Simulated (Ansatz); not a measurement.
Structures of equal composition on the (100) surface of rock-salt TiN: Mg on all Ti sites of the second plane; Mg on all Ti sites of the top plane. The slabs share one bottom face, and each structure is named by its start. These are constructed structures in small cells; real faces may alloy, dewet or reconstruct in larger ones, and not all known structures of the face are among them. Slabs of about 13 Å, Fermi-Dirac smearing of 0.1 eV. Bottom of the slabs: a bare face, its two planes held. Relaxed from the named starts with such symmetry as they have, on meshes of like density; energies extrapolated to zero smearing; spin only where a row says so; no spin-orbit coupling, no U. Brackets mark spin-polarised runs, whose order is one that fits the cell.

Level of theory: PBE (plane waves to 420 eV, PAW; Ansatz, an electronic-structure program).

### Question
Order them by energy per 1x1 cell (lowest first) at the level PBE.

### Answer
Mg on all Ti sites of the top plane (0.000 eV), Mg on all Ti sites of the second plane (0.076 eV)
